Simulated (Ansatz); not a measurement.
Cubic perovskite KMgF3: PBE at its full settings (plane-wave cutoff 520 eV, 8×8×8 k mesh, Fermi–Dirac smearing 0.01 eV, scalar-relativistic PAW data made under PBE) and at cheaper ones, in a cell of 5 atoms with Γ-centred meshes.

| level and setting | equilibrium lattice constant a (Å) | bulk modulus (GPa) |
|---|---|---|
| PBE (Ansatz) | 4.054 | 66.1 |
| PBE (Γ point alone) (Ansatz) | 4.279 | 51.6 |
| PBE (2×2×2 k mesh) (Ansatz) | 4.056 | 66.0 |
| PBE (4×4×4 k mesh) (Ansatz) | 4.054 | 66.1 |
| PBE (6×6×6 k mesh) (Ansatz) | 4.054 | 66.1 |
| PBE (Fermi-Dirac smearing of 0.3 eV) (Ansatz) | 4.054 | 66.1 |

Largest shifts from the full settings: lattice constant a +5.55 % (PBE (Γ point alone)), against a difference of +1.60 % of the full result from the reference 3.990 Å (measured, room temperature, not corrected to a static lattice; as tabulated in Vaitheeswaran et al. (2007), arXiv:cond-mat/0703621); bulk modulus -22 % (PBE (Γ point alone)), against a difference of -12.0 % of the full result from the reference 75.1 GPa (measured, room temperature, not corrected to a static lattice, sources range from 71.2 to 75.1; as tabulated in Vaitheeswaran et al. (2007), arXiv:cond-mat/0703621).

Caveats: the relaxation could not lower the start's symmetry, so the cell can be a saddle point above a distorted one (PBE, PBE (Γ point alone), PBE (2×2×2 k mesh), PBE (4×4×4 k mesh), PBE (6×6×6 k mesh), PBE (Fermi-Dirac smearing of 0.3 eV)). Ansatz's density-functional and Hartree–Fock values are scalar-relativistic unless marked +SOC, with PAW data made under PBE.

Run with cheap settings on purpose, which may leave them unconverged: PBE (2×2×2 k mesh), PBE (4×4×4 k mesh), PBE (6×6×6 k mesh), PBE (Fermi-Dirac smearing of 0.3 eV), PBE (Γ point alone).

Ansatz is a first-principles code.
